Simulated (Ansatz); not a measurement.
The parent structure is ZnSiP₂ in the chalcopyrite structure (space group I-42d, No. 122; a = 5.3064 Å, c = 10.3798 Å).

Computed with LDA in Ansatz (plane waves to 420 eV, PAW, scalar-relativistic without spin-orbit coupling).

For the base:

The band gap is 1.11 eV. The pressure is 0.0 kbar.

It is then changed as follows: an isotropic linear strain of −3.00 %, atoms relaxed at fixed cell.

How does this affect the band gap, pressure and energy relative to the base?

The band gap drops by 0.229 eV to 0.89 eV; the pressure (mean of the normal stresses, compression positive) goes from zero to 109.5 kbar; the energy goes up by 50 meV/atom.

No phonon test of stability was made.

Ansatz is a program for electronic structure.
